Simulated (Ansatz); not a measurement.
The parent structure is HfN in the rock salt structure (space group Fm-3m, No. 225; a = 4.548 Å).

(Cell as relaxed with PBE.)

Levels (all Ansatz, a program for electronic structure, PAW): PBE (420 eV, without spin-orbit coupling); r2SCAN (500 eV, no spin-orbit coupling).

Each level relaxes its own structure.

| quantity | PBE | r2SCAN |
|---|---|---|
| volume per atom | 11.76 Å³ | ? |
| lattice parameter a | 4.548 Å | ? |
| band gap | zero | ? |

Q: Given the PBE results, estimate those of r2SCAN.

A: 
- volume per atom, r2SCAN: 11.59 Å³
- lattice parameter a, r2SCAN: 4.525 Å
- band gap, r2SCAN: zero

PBE's volume per atom lies 0.17 Å³ above r2SCAN's (1.5 %); PBE's lattice parameter a lies 0.0224 Å above r2SCAN's (0.5 %); the two agree on the band gap. Neither level is exact; r2SCAN is the comparison here, not a measurement.

Stability against distortions was not tested. All final runs are without spin polarisation. An odd electron count without spin: HfN.
